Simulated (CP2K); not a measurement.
CP2K run on KF (Fm-3m, 2 atoms in the cell): self-consistent single point.

Method: PBE, GPW, DZVP-MOLOPT-SR-GTH basis, GTH-PBE potentials (GTH_POTENTIALS) run with CP2K 2026.2.

The change in words: lattice scaled by 0.98. Reference geometry:
```xyz
2
Lattice="3.7565 0.0000 0.0000 1.8783 3.2533 0.0000 1.8783 1.0844 3.0672" Properties=species:S:1:pos:R:3 pbc="T T T"
K      0.0000     0.0000     0.0000
F      3.7565     2.1688     1.5336
```

Reference input (self-consistent single point, DFT PBE, GPW, DZVP-MOLOPT-SR-GTH basis, GTH-PBE potentials (GTH_POTENTIALS)): CUTOFF = 550 Ry; REL_CUTOFF = 50 Ry; KPOINTS/SCHEME = MONKHORST-PACK 6 6 6; GAMMA_CENTERED = T; XC_FUNCTIONAL = PBE; K/BASIS_SET = DZVP-MOLOPT-SR-GTH; K/POTENTIAL = GTH-PBE-q9; F/BASIS_SET = DZVP-MOLOPT-SR-GTH; F/POTENTIAL = GTH-PBE-q7; METHOD = GPW; EPS_DEFAULT = 1e-11; NGRIDS = 5. This run's input differs from it in these lines:

```diff
@@ -59,5 +59,5 @@
     &CELL
-      A 3.75653700 0.00000000 0.00000000
-      B 1.87826900 3.25325700 0.00000000
-      C 1.87826900 1.08441900 3.06720000
+      A 3.68140700 0.00000000 0.00000000
+      B 1.84070400 3.18819200 0.00000000
+      C 1.84070400 1.06273100 3.00585600
       PERIODIC XYZ
@@ -66,3 +66,3 @@
       K        0.00000000     0.00000000     0.00000000
-      F        3.75653750     2.16883800     1.53360000
+      F        3.68140750     2.12546150     1.50292800
     &END COORD
```

Output (repeated stretches shortened):

```
 SCF WAVEFUNCTION OPTIMIZATION

  Step     Update method      Time    Convergence         Total energy    Change
     1 NoMix/Diag. 0.30E+00      -     0.93161772       -52.6671805740 -5.27E+01
     2 Broy./Diag. 0.30E+00      -     0.08252354       -51.0662297489  1.60E+00
     3 Broy./Diag. 0.30E+00      -     0.02664398       -52.3925837237 -1.33E+00
     4 Broy./Diag. 0.30E+00      -     0.01950439       -52.6150511575 -2.22E-01
     5 Broy./Diag. 0.30E+00      -     0.00764547       -52.4899636646  1.25E-01
     6 Broy./Diag. 0.30E+00      -     0.00405638       -52.6228459078 -1.33E-01
   [... 3 lines left out ...]
    10 Broy./Diag. 0.30E+00      -     0.00000499       -52.6198786293 -3.87E-04
    11 Broy./Diag. 0.30E+00      -     0.00000355       -52.6198464120  3.22E-05
    12 Broy./Diag. 0.30E+00      -     0.00000011       -52.6198626241 -1.62E-05
    13 Broy./Diag. 0.30E+00      -     0.00000002       -52.6198617518  8.72E-07
  *** SCF run converged in    13 steps ***

  Overlap energy of the core charge distribution:               0.00000000000000
  Self energy of the core charge distribution:               -121.43662805657317
  Core Hamiltonian energy:                                     31.79015504301208
  Hartree energy:                                              46.15266118389536
  Exchange-correlation energy:                                 -9.12604992217406

  Total energy:                                               -52.61986175183979

                     Mulliken Population Analysis

 #  Atom  Element  Kind  Atomic population                           Net charge
       1     K        1          8.305396                              0.694604
       2     F        2          7.694604                             -0.694604
   [... lines left out ...]

 STRESS| Analytical stress tensor [bar]
 STRESS|                        x                   y                   z
 STRESS|      x        5.05475242235E+04   1.41619016831E+02   1.00139727279E+02
 STRESS|      y        1.41619016831E+02   5.03837412519E+04   5.78444653553E+01
 STRESS|      z        1.00139727279E+02   5.78444653553E+01   5.03425245922E+04
 STRESS| 1/3 Trace                                             5.04245966892E+04
```

The run converged in 13 iterations. Against the reference run the free energy goes up by 24.6 meV/atom, the pressure goes from 2.29 to 5.04 GPa and the gap on the mesh goes from 6.355 to 6.694 eV.

The starting cell comes from a database of computed structures (which also holds hypothetical and non-ambient phases and stackings), without a prior relaxation at this level. Its lattice was rescaled by a random factor within 2.5 % of one. For this run, on top of that: lattice scaled by 0.98. Values carry the incompleteness of an atom-centred basis. With a pressure of about 5 GPa the cell is away from its equilibrium volume at this level.

Cost on one core of a shared machine: roughly 30 s.
